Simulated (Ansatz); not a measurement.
KTaO3 (Pm-3m), PBEsol with spin-orbit coupling, rigid bands in Ansatz (a program for electronic structure): N_c = 1.67e19 cm⁻³ at 300 K and an electron conductivity mass of 0.451 mₑ.

Question: For 1e16 electrons per cm³ at 300 K, place the Fermi level, estimate the Seebeck coefficient of a parabolic band with constant τ, and give mobility and conductivity for τ = 20 fs.

Answer: The level lies k_BT ln(N_c/n) = 0.192 eV below the conduction-band minimum. S ≈ −(k_B/e)[ln(N_c/n) + 5/2] = -855 μV/K, against -863 μV/K from the full bands (mean over directions). μ = eτ/m = 78.0 cm²/(V·s) and σ = neμ = 0.125 S/cm. τ is assumed, not computed.

Band transport and this doping are assumed; polarons and phonon drag are left out.
